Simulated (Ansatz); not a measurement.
Structures of equal composition on the (100) surface of germanium: 1 pair of surface atoms bonded, Sb on one of 2 atoms of the third shell, H on every dangling bond; 1 pair of surface atoms bonded, Sb on one of 2 atoms under the surface, H on every dangling bond. The slabs share one bottom face, and each structure is named by its start. These are constructed structures in small cells; real faces may alloy, dewet or reconstruct in larger ones, and not all known structures of the face are among them. Slabs of about 17 Å with all that they carry, Fermi-Dirac smearing of 0.025 eV. Bottom of the slabs: built like the top, H on every dangling bond, free. Relaxed from the named starts with such symmetry as they have, on meshes of like density; energies extrapolated to zero smearing; no spin-orbit coupling, no U. Spin-polarised runs, if any, are marked in brackets, and their order is one that fits the cell; the others ran without spin. Where a second, spin-polarised start was run, the lower counts.

Computed with PBE (plane waves to 420 eV, PAW; Ansatz, a program for electronic structure).

Put the candidates in order of energy per 1x1 cell, lowest first, for PBE.

1 pair of surface atoms bonded, Sb on one of 2 atoms under the surface, H on every dangling bond (0.000 eV (like top atoms buckled by 0.6 Å) [spin start, no net moment], no gap over 0.04 eV on the mesh), 1 pair of surface atoms bonded, Sb on one of 2 atoms of the third shell, H on every dangling bond (0.055 eV [spin start, no net moment], no gap over 0.04 eV on the mesh)
